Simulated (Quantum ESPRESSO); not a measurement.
Input and output of a self-consistent single point for Al2Pd (Fm-3m, 3 atoms in the cell) (Quantum ESPRESSO).

Level of theory: PBEsol, spin-orbit coupling, PseudoDojo fully relativistic norm-conserving (PBESOL) pseudopotentials (plane waves; Quantum ESPRESSO 7.5).

```
CELL_PARAMETERS angstrom
     -2.94954     0.00000     2.94954
      0.00000     2.94954     2.94954
     -2.94954     2.94954     0.00000
ATOMIC_POSITIONS crystal
  Al 0.25000 0.25000 0.25000
  Al 0.75000 0.75000 0.75000
  Pd 0.00000 0.00000 0.00000
```

Reference input (self-consistent single point, DFT, PBEsol, plane waves, PseudoDojo standard norm-conserving (PBESOL) pseudopotentials): ecutwfc = 85 Ry; occupations = smearing; smearing = gauss; degauss = 0.0099958 Ry; potentials = {Al: Al.upf, Pd: Pd.upf}; K_POINTS = automatic 7 7 7 0 0 0; conv_thr = 1e-10 Ry; mixing_beta = 0.4. This run's input differs from it in these lines:

```diff
@@ -16,2 +16,4 @@
   degauss = 0.0099958,
+  noncolin = .true.,
+  lspinorb = .true.,
 /
```

Its files differ too (potentials: PseudoDojo fully relativistic norm-conserving (PBESOL)).

Output, abridged:

```
     Self-consistent Calculation

     iteration #  1     ecut=    85.00 Ry     beta= 0.40

     total energy              =    -278.61113314 Ry
     estimated scf accuracy    <       1.26919964 Ry

     iteration #  2     ecut=    85.00 Ry     beta= 0.40

     total energy              =    -279.03568327 Ry
     estimated scf accuracy    <       0.70345705 Ry

     iteration #  3     ecut=    85.00 Ry     beta= 0.40

     total energy              =    -279.10269705 Ry
     estimated scf accuracy    <       0.02677905 Ry

   [... 9 blocks of this kind left out ...]

     iteration # 13     ecut=    85.00 Ry     beta= 0.40

     total energy              =    -279.11523906 Ry
     estimated scf accuracy    <          3.7E-10 Ry

     iteration # 14     ecut=    85.00 Ry     beta= 0.40
     End of self-consistent calculation

     the Fermi energy is    10.3312 ev

!    total energy              =    -279.11523906 Ry
     estimated scf accuracy    <          4.9E-11 Ry
     smearing contrib. (-TS)   =      -0.00167262 Ry
     internal energy E=F+TS    =    -279.11356645 Ry

     convergence has been achieved in  14 iterations

     Forces acting on atoms (cartesian axes, Ry/au):

     atom    1 type  1   force =     0.00000000    0.00000000   -0.00000000
   [... zero for the other atoms too ...]

     Total force =     0.000000     Total SCF correction =     0.000000

          total   stress  (Ry/bohr**3)                   (kbar)     P=       -6.25
  -0.00004248  -0.00000000  -0.00000000           -6.25       -0.00       -0.00
  -0.00000000  -0.00004248  -0.00000000           -0.00       -6.25       -0.00
  -0.00000000   0.00000000  -0.00004248           -0.00        0.00       -6.25

   JOB DONE.
```

The run converged in 14 iterations. Against the reference run the pressure moves little (-0.65 to -0.62 GPa).

The starting cell comes from a database of computed structures (which also holds hypothetical and non-ambient phases and stackings), without a prior relaxation at this level.

Cost on one core of a shared machine: roughly 4 min.
